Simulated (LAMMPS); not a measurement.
System: a symmetric tilt boundary about [1-10] in Si (diamond structure), boundary plane (111) of one grain on (-1-11) of the other.

Model: machine-learned potential (static), pair style snap, file Si_Zuo_JPCA2020.quadratic.snap (LAMMPS).

- boundary energy (lowest found): 0.010 J/m²
- excess volume: 0.01 Å
- Σ: 3
- rotation about the axis: 109.5 °
- disorientation (full cubic symmetry): 60.00 °
- largest excess energy of an atom: 0.0085 eV
- lattice constant at 0 K: 5.464 Å
- cost: very roughly 11 core-minutes

Potential: file Si_Zuo_JPCA2020.quadratic.snap of the LAMMPS distribution; its header cites Y. Zuo, C. Chen, X, Li, Z. Deng, Y. Chen, J. Behler, G. Csányi, A. V. Shapeev, A. P. Thompson, M. A. Wood, S. P. Ong, "Performance and Cost Assessment of Machine Learning Interatomic Potentials" J. Phys. Chem. A 124, 4, 731-745 (2020).
